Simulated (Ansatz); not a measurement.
Here is the system:

```
CdTe
1.0
    0.00000     3.20432     3.22034
    3.20432     0.00000     3.22034
    3.20432     3.20432     0.00000
Cd Te
1 1
Direct
  0.00000   0.00000   0.00000
  0.25000   0.25000   0.25000
```

No spin polarisation.

Calculations: LDA (Ansatz, an electronic-structure program), no spin-orbit coupling. Settings: 9×9×9 k-points, 0.05 eV Fermi–Dirac smearing.

Task: Predict the valence-band top at Γ, gap character and stress.

Result: Valence-band top at Γ (three highest levels, from the VBM): 0.00, 0.00, -0.02 eV
Gap character: direct at Γ
Stress (xx, yy, zz, yz, xz, xy; compression positive): (-0.20, -0.20, -0.29, 0.00, 0.00, 0.00) GPa

Spin-orbit coupling, missing from the scalar runs, can matter with Te. The cells carry an imposed strain or load. Whether these cells are dynamically stable was not tested. The cell was made from CdTe in the zinc blende structure (space group F-43m, No. 216) by this change: uniaxial strain ε_zz = +0.50 %.
